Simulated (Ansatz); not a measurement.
Computed paths: Al vacancy in corundum, charge state -3

Defect: Al vacancy in corundum, charge state -3. Computed with PBE, PAW (plane waves to 420 eV; Ansatz, a quantum-chemistry and plane-wave program).

Settings: 120 host sites, the relaxed PBE lattice, the Γ point alone, smearing 0.01 eV, spin-restricted, no image-charge correction. No zero-point or tunnelling terms. The charge state is imposed; whether it is stable for some Fermi level was not computed. Forms of the defect that were not tried may lie lower.

Barriers: single points on a 2×2×2 k-point mesh shifted by half a step along c at the bands' geometries.

```csv
Route,Start site over the lowest site run (eV),Hop (Å),Forward barrier (eV),Backward barrier (eV),Neighbours at the start,Neighbours at the saddle,Saddle order,"Forward, on the band's own sampling (eV)"
one Al atom jumps into the vacancy from a nearby Al site,0.00,2.43,1.49,1.49,"O at 1.78, O at 1.84, O at 1.91, O at 1.99, O at 2.01, O at 2.17 Å","O at 1.66, O at 1.68, O at 1.86 Å",not checked,1.49
one Al atom jumps into the vacancy from a nearby Al site,0.00,2.25,1.76,1.76,"3 O at 1.85, 3 O at 2.01 Å",3 O at 1.69 Å,"not checked, on a symmetry element",1.76
```

Paths come from nudged elastic bands with a climbing image. Of the routes that converged and passed our checks, the lowest saddle point lies 1.49 eV above the lowest of the sites run (one Al atom jumps into the vacancy from a nearby Al site); other sites, such as split forms, and other routes may lie lower. A band can be held on a symmetry element, so unchecked saddle points there may be too high. A further band (one Al atom jumps into the vacancy from a nearby Al site, 3.13 Å) gave 1.56 eV forward on its own sampling, 1.56 eV above the lowest site run, but a shoulder points to a second hump between its images, so it is not taken as a result.

The whole set of runs took roughly 2.3 core-hours.
